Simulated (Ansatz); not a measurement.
The parent structure is NiSi (space group Pnma, No. 62; a = 5.1046 Å, b = 3.3601 Å, c = 5.5039 Å; non-magnetic). Axes: x, y, z lie along a, b, c of the conventional cell.

Calculations: PBEsol (Ansatz, an electronic-structure program), spin-orbit coupling left out.

Base values:

* **Pressure**: 0.0 GPa
* **Volume per atom**: 11.80 Å³

The change: biaxial strain −2.80 %, plane normal [001], relaxed out of plane (Cartesian); in-plane vectors clamped, the third vector and the atoms free.

**Question.** What does the calculation give for the pressure after the change?

**Answer.** The pressure (mean of the normal stresses, compression positive) goes from zero to 6.0 GPa.

**Question.** How does this affect the volume per atom?

**Answer.** The volume per atom decreases by 0.28 Å³, from 11.80 Å³ to 11.52 Å³.

Stability against distortions was not tested. Seeded moments were not kept for the base. The final runs are not spin-polarised.
